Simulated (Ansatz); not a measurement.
# Amorphous Si24O51Lu2

Preparation: random packing, a CHGNet melt and quench, and a DFT relaxation. O atoms were pushed apart under 1.9 Å during the dynamics, to hinder bonds among them. The hot cell started wider than the set density and was brought back towards it in steps. It is the lowest in DFT energy of 2 quenches. It is a model cell: composition and starting density were chosen by hand, and all elements were melted together. No dispersion term was used.

Methods: PBE, scalar-relativistic without spin-orbit coupling (Ansatz, a first-principles code); r2SCAN, scalar-relativistic without spin-orbit coupling (Ansatz); HSE06, scalar-relativistic without spin-orbit coupling (Ansatz). Geometry, pressure, stress and energy are those of the PBE run. Its sampling: a 2×2×2 Γ-centred mesh; Fermi-Dirac width 0.02 eV; no spin polarisation. Other functionals are single points at the zone centre (r2SCAN at 500 eV; exact exchange cut at the cell's faces), free to take moments where seeds were set. At PBE the levels at the filled edge of the gap are localised (band-tail or defect states), and the nearest spread-out levels lie 5.2 eV apart at the zone centre.

```json
{
 "number_of_atoms_in_the_cell": "77",
 "Density (held, not predicted)": "2.64 g/cm³",
 "volume_per_atom": "15.04 Å³",
 "Pressure on a 2×2×2 Γ-centred mesh": "8.9 kbar",
 "Largest force and stress component on that mesh (the relaxation ran on the zone centre alone)": "0.03 eV/Å and 0.9 GPa",
 "Level gap on a 2×2×2 Γ-centred mesh (PBE)": "4.09 eV",
 "Level gap at the zone centre (PBE)": "4.09 eV",
 "Level gap at the zone centre (r2SCAN)": "4.69 eV",
 "Level gap at the zone centre (HSE06)": "5.82 eV"
}
```

Bonds are counted up to Si-Si 2.60 Å, Si-O 2.00 Å, Si-Lu 3.28 Å, O-O 1.58 Å, O-Lu 2.78 Å, Lu-Lu 4.11 Å. Two cations that share two anions don't count as bonded, nor two that share one unless they lie closer than Si-Si 2.38 Å, Si-Lu 3.19 Å, Lu-Lu 4.00 Å.

```yaml
Mean coordination of Si by anions: 4.00 (24 with 4)
Mean coordination of O: 2.10 (46 with 2, 5 with 3)
Mean coordination of Lu by anions: 5.50 (1 with 5, 1 with 6)
Mean Si-O bond: 1.639 Å (spread 0.043 Å, 96 counted)
Mean O-Lu bond: 2.235 Å (spread 0.174 Å, 11 counted)
```

Its density started from a set value of 2.64 g/cm³. The quench (nominally 320 K/ps over its main leg) was far faster than any real one, so the model tends to hold more defects than a real film. One small periodic cell is one sample of the glass; other quenches scatter about these values. The volume was held where the preparation left it and the shape relaxed, at a PBE pressure of 0.9 GPa. Stress components on the final sampling reach 0.9 GPa.
